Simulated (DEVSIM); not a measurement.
Device: illuminated Ge n-on-p cell, one wavelength, at 300 K.

Layer 1 from the left is Ge, thickness (μm) 0.350, Nd (cm⁻³) 8.3e17, τn (s) 1.3e-7, τp (s) 5e-7, absorption coefficient (cm⁻¹) 1900. Layer 2 from the left is Ge, thickness (μm) 59.0, Na (cm⁻³) 4.4e16, τn (s) 9.6e-6, τp (s) 9.6e-6, absorption coefficient (cm⁻¹) 1900.

Left contact: ohmic, minority hole recombination velocity 2e6 cm/s. Right contact: ohmic, minority electron recombination velocity 900 cm/s. Voltage is applied to the left contact. Recombination: SRH at mid-gap, radiative, Auger. Light enters at the left, 2.9e17 photons cm⁻² s⁻¹, one pass, no reflection. Mobility is μmin + (μ − μmin)/(1 + (N/Nref)^α).

This is a model device: material constants are rounded textbook-type values typed into the input, and sizes, dopings and lifetimes were drawn at random. Values at 300 K.

Ge: gap (eV) 0.664, affinity (eV) 4, permittivity 16, Nc (cm⁻³) 1.04e19, Nv (cm⁻³) 6e18, μn (cm²/Vs) 3900, μp (cm²/Vs) 1900, μn,min 150, μp,min 100, Nref,n 2.6e17, Nref,p 4e17, αn 0.56, αp 0.6, B (cm³/s) 6.4e-14, Cn (cm⁶/s) 1e-31, Cp (cm⁶/s) 1e-31.

DEVSIM, 1D drift-diffusion, Boltzmann statistics, complete ionisation; no tunnelling, impact ionisation, image-force lowering or self-heating.

### Question
What does the simulation give for the dark forward voltage at 100 A/cm², the largest field in the device at zero bias?

### Answer
dark forward voltage at 100 A/cm² 0.411 V; largest field in the device at zero bias 69000 V/cm.
